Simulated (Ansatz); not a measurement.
**How the band gap of GePbS3 (P2₁/c, No. 14; structure not from a measured cell) moves with the method**

No measured value is used here.

```json
[
 {"level (code)": "LDA (Ansatz)", "value (eV)": "1.60"},
 {"level (code)": "PBEsol (Ansatz)", "value (eV)": "1.67"},
 {"level (code)": "r²SCAN (Ansatz)", "value (eV)": "2.06"},
 {"level (code)": "r²SCAN+SOC (Ansatz)", "value (eV)": "2.03 (indirect)"},
 {"level (code)": "HSE06 (Ansatz)", "value (eV)": "2.60"},
 {"level (code)": "PBE0 (Ansatz)", "value (eV)": "3.27"}
]
```

Computed values are for a static lattice. Spin–orbit coupling is included only where a level's name says +SOC; with heavier elements it mostly lowers gaps and can invert bands.  r²SCAN+SOC: the gap is read on the k mesh or supercell of the run alone and can be too large. Values are at the PBEsol cell. Cutoffs and k meshes differ between the levels. Ansatz's density-functional and Hartree–Fock values are scalar-relativistic unless marked +SOC, with PAW data made under PBE.

Ansatz is a first-principles code.
